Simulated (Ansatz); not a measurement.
## GaSb in the zinc blende structure (space group F-43m, No. 216)

Space group F-43m (No. 216); a = 6.2141 Å, b = 6.2141 Å, c = 6.2141 Å, α = 90.00°, β = 90.00°, γ = 90.00°

| atom | site | symmetry | x | y | z |
|---|---|---|---|---|---|
| Sb | 4c | -43m | 0.2500 | 0.2500 | 0.2500 |
| Ga | 4a | -43m | 0.0000 | 0.0000 | 0.0000 |
(The calculation used a cell of 2 atoms; values per cell refer to that cell.)

All numbers come from DFT with PBE, PAW potentials and a 420 eV plane-wave cutoff in Ansatz (a program for electronic structure), no spin-orbit coupling, earlier PAW set. Γ-centred 13×13×13 mesh, Fermi–Dirac width 0.05 eV.

| Property | Result |
|---|---|
| Volume per atom | 29.99 Å³ |
| Density | 5.30 g/cm³ |
| Band gap | zero |
| Total energy | -5133.965 eV/atom (σ→0; compares only within this code and set-up) |

With Sb present, leaving out spin-orbit coupling can change the band edges. Stability against distortions was not tested. All final runs are without spin polarisation. The zero or small gap of GaSb can change with the level of theory.
